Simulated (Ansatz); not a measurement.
The reference is Mg$_{2}$C (space group Pn-3m, No. 224; a hypothetical phase, not in the database extracts checked).

```yaml
crystal:
  lattice:
    - [4.83922, 0.00000, 0.00000]
    - [0.00000, 4.83922, 0.00000]
    - [0.00000, 0.00000, 4.83922]
  atoms:
    - { symbol: Mg, position: [0.75000, 0.75000, 0.75000] }
    - { symbol: Mg, position: [0.75000, 0.25000, 0.25000] }
    - { symbol: Mg, position: [0.25000, 0.75000, 0.25000] }
    - { symbol: Mg, position: [0.25000, 0.25000, 0.75000] }
    - { symbol: C, position: [0.00000, 0.00000, 0.00000] }
    - { symbol: C, position: [0.50000, 0.50000, 0.50000] }
```

Cartesian axes are those of the cell as printed.

All numbers come from PBE (Ansatz, a quantum-chemistry and plane-wave program, PAW, scalar-relativistic without spin-orbit coupling).

Strains are applied to the cell and any free atomic positions relax.

One change was made to it. Results:

| quantity | base | after |
|---|---|---|
| energy relative to the base (free energy F) | 0 meV/atom | +1.1 meV/atom |
| pressure (mean of the normal stresses, compression positive) | 0.0 GPa | -1.0 GPa |
| shortest interatomic distance | 2.095 Å | 2.108 Å |

Problem. Name the change that was made.
A. uniaxial strain ε_zz = +1.81 %
B. isotropic strain +3.34 %
C. uniaxial strain ε_yy = +3.31 %
D. isotropic strain −1.20 %

Solution. A, uniaxial strain ε_zz = +1.81 %. For comparison, the energy relative to the base in the other runs: isotropic strain −1.20 % gives +4.6 meV/atom; uniaxial strain ε_yy = +3.31 % gives +3.6 meV/atom; isotropic strain +3.34 % gives +31 meV/atom.

No phonon test of stability was made. The final runs are not spin-polarised.
